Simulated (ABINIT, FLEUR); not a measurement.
A FLEUR input for a self-consistent single point of HfGa3 (I4/mmm, 4 atoms in the cell) (DFT, PBEsol, all-electron FLAPW (FLEUR), scalar-relativistic valence):

Input of the input generator:

```
HfGa3
&input film=f /
-1.9285550000 1.9285550000 4.5013050000
1.9285550000 -1.9285550000 4.5013050000
1.9285550000 1.9285550000 -4.5013050000
1.8897261246
1.0 1.0 1.0

4
72 0.0000000000 0.0000000000 0.0000000000
31 0.5000000000 0.5000000000 0.0000000000
31 0.7500000000 0.2500000000 0.5000000000
31 0.2500000000 0.7500000000 0.5000000000

&comp jspins=1 /
&exco xctyp='PBEs' /
&kpt div1=8 div2=8 div3=8 gamma=t /
&end /
```

```xml
<?xml version="1.0" encoding="UTF-8" standalone="no"?>
<fleurInput fleurInputVersion="0.39">
   <comment>
      HfGa3                                                                                               
   </comment>
   <calculationSetup>
      <cutoffs Kmax="4.3" Gmax="17.2" GmaxXC="17.2" numbands="0"/>
      <scfLoop itmax="80" minDistance="0.00001" maxIterBroyd="25" imix="Anderson" alpha="0.05" precondParam="0.0" spinf="2.0"/>
      <coreElectrons ctail="T" frcor="F" kcrel="0" coretail_lmax="0"/>
      <xcFunctional name="PBEs" relativisticCorrections="F"/>
      <magnetism jspins="1"/>
      <soc l_soc="F" theta="0.0" phi="0.0" spav="F"/>
      <expertModes spex="0" secvar="F"/>
      <geometryOptimization l_f="T" forcealpha="1.0" forcemix="BFGS" epsdisp="0.00001" epsforce="0.00001"/>
      <ldaU l_linMix="F" mixParam="0.05" spinf="1.0"/>
   </calculationSetup>
   <cell>
      <bzIntegration valenceElectrons="65.0" mode="gauss" fermiSmearingEnergy="0.00499791">
         <kPointListSelection listName="default-1"/>
         <!-- k-points included here -->
         <xi:include xmlns:xi="http://www.w3.org/2001/XInclude" href="kpts.xml"> </xi:include>
      </bzIntegration>
      <!-- symmetry operations included here -->
      <xi:include xmlns:xi="http://www.w3.org/2001/XInclude" href="sym.xml"> </xi:include>
      <bulkLattice scale="1.0">
         <bravaisMatrix>
            <row-1>   -3.6444407662279530     3.6444407662279530     8.5062336532926039</row-1>
            <row-2>    3.6444407662279530    -3.6444407662279530     8.5062336532926039</row-2>
            <row-3>    3.6444407662279530     3.6444407662279530    -8.5062336532926039</row-3>
         </bravaisMatrix>
      </bulkLattice>
   </cell>
   <atomSpecies>
      <species name="Hafnium (Hf)" element="Hf" atomicNumber="72">
         <mtSphere radius="2.35" gridPoints="829" logIncrement="0.016"/>
         <atomicCutoffs lmax="10" lnonsphr="8"/>
         <electronConfig flipSpins="F">
            <coreConfig>(1s1/2) (2s1/2) (2p1/2) (2p3/2) (3s1/2) (3p1/2) (3p3/2) (4s1/2) (3d3/2) (3d5/2) (4p1/2) (4p3/2) (4d3/2) (4d5/2)</coreConfig>
            <valenceConfig>(5s1/2) (5p1/2) (5p3/2) (6s1/2) (4f5/2) (4f7/2) (5d3/2) (5d5/2)</valenceConfig>
            <stateOccupation state="(5d3/2)" spinUp="0.4" spinDown="0.4"/>
            <stateOccupation state="(5d5/2)" spinUp="0.6" spinDown="0.6"/>
         </electronConfig>
         <energyParameters s="6" p="6" d="5" f="5"/>
         <lo type="SCLO" l="0" n="5" eDeriv="0"/>
         <lo type="SCLO" l="1" n="5" eDeriv="0"/>
         <lo type="SCLO" l="3" n="4" eDeriv="0"/>
      </species>
      <species name="Gallium (Ga)" element="Ga" atomicNumber="31">
         <mtSphere radius="2.35" gridPoints="829" logIncrement="0.015"/>
         <atomicCutoffs lmax="10" lnonsphr="8"/>
         <electronConfig flipSpins="F">
            <coreConfig>(1s1/2) (2s1/2) (2p1/2) (2p3/2) (3s1/2) (3p1/2) (3p3/2)</coreConfig>
            <valenceConfig>(4s1/2) (3d3/2) (3d5/2) (4p1/2) (4p3/2)</valenceConfig>
            <stateOccupation state="(4p1/2)" spinUp="0.1666666666667" spinDown="0.1666666666667"/>
            <stateOccupation state="(4p3/2)" spinUp="0.3333333333333" spinDown="0.3333333333333"/>
         </electronConfig>
         <energyParameters s="4" p="4" d="3" f="4"/>
         <lo type="HELO" l="2" n="4" eDeriv="0"/>
      </species>
   </atomSpecies>
   <atomGroups>
      <atomGroup species="Hafnium (Hf)">
         <relPos label="                   1">.0000000000 .0000000000 .0000000000</relPos>
         <force calculate="T" relaxXYZ="TTT"/>
      </atomGroup>
      <atomGroup species="Gallium (Ga)">
         <relPos label="                   2">1.000/2.000 1.000/2.000 .0000000000</relPos>
         <force calculate="T" relaxXYZ="TTT"/>
      </atomGroup>
      <atomGroup species="Gallium (Ga)">
         <relPos label="                   3">-1.000/4.000 1.000/4.000 1.000/2.000</relPos>
         <relPos label="                   4">1.000/4.000 -1.000/4.000 1.000/2.000</relPos>
         <force calculate="T" relaxXYZ="TTT"/>
      </atomGroup>
   </atomGroups>
   <output dos="F" band="F" slice="F">
      <checks vchk="F" cdinf="F"/>
      <bandDOS minEnergy="-.5*Htr" maxEnergy="0.5*Htr" sigma="0.015" storeEVData="T"/>
      <vacuumDOS vacdos="F" integ="F" star="F" nstars="0" locx1="0.0" locy1="0.0" locx2="0.0" locy2="0.0" nstm="0" tworkf="0.0"/>
      <unfoldingBand unfoldBand="F" supercellX="1" supercellY="1" supercellZ="1"/>
      <plotting iplot="0" polar="F">
         <plot TwoD="T" vec1="  1.0  0.0  0.0" vec2="  0.0  1.0  0.0" vec3="  0.0  0.0  1.0" zero="  0.0  0.0  0.0" file="plot"/>
      </plotting>
      <chargeDensitySlicing numkpt="0" minEigenval="0.0" maxEigenval="0.0" nnne="0" pallst="F"/>
      <specialOutput eonly="F"/>
      <magneticCircularDichroism mcd="F" energyLo="-10.0" energyUp="0.0"/>
   </output>
  <!-- We include the file relax.xml here to enable relaxations (see documentation) -->
  <xi:include xmlns:xi="http://www.w3.org/2001/XInclude" href="relax.xml"> <xi:fallback/> </xi:include>
</fleurInput>
```

Task: Give the ABINIT input for the same structure, mesh, smearing and functional.

Result: This is the input that was run; spellings and numerical settings could be chosen otherwise.

```
# HfGa3, PseudoDojo nc-sr-04 PBEsol standard
pp_dirpath "./"
pseudos "Hf.upf, Ga.upf"
acell 3*1.0
rprim
        -3.6444407663    3.6444407663    8.5062336534
         3.6444407663   -3.6444407663    8.5062336534
         3.6444407663    3.6444407663   -8.5062336534
natom 4
ntypat 2
znucl 72 31
typat 1 2 2 2
xcart
         0.0000000000    0.0000000000    0.0000000000
         0.0000000000    0.0000000000    8.5062336534
         0.0000000000    3.6444407663    4.2531168267
         3.6444407663    0.0000000000    4.2531168267
ecut 40 Ha
occopt 7
tsmear 0.00499791
nband 34
kptopt 1
ngkpt 8 8 8
nshiftk 1
shiftk 0 0 0
nstep 80
toldfe 1.0e-09
prtwf 0
prtden 0
prtvol 1
enunit 1
```

Basis, cutoffs, solver keys and any potentials are the target program's own. This input uses DFT, PBEsol, plane waves, norm-conserving pseudopotentials (PseudoDojo nc-sr-04 PBEsol standard).

The starting cell comes from a database of computed structures (which also holds hypothetical and non-ambient phases and stackings), without a prior relaxation at this level.
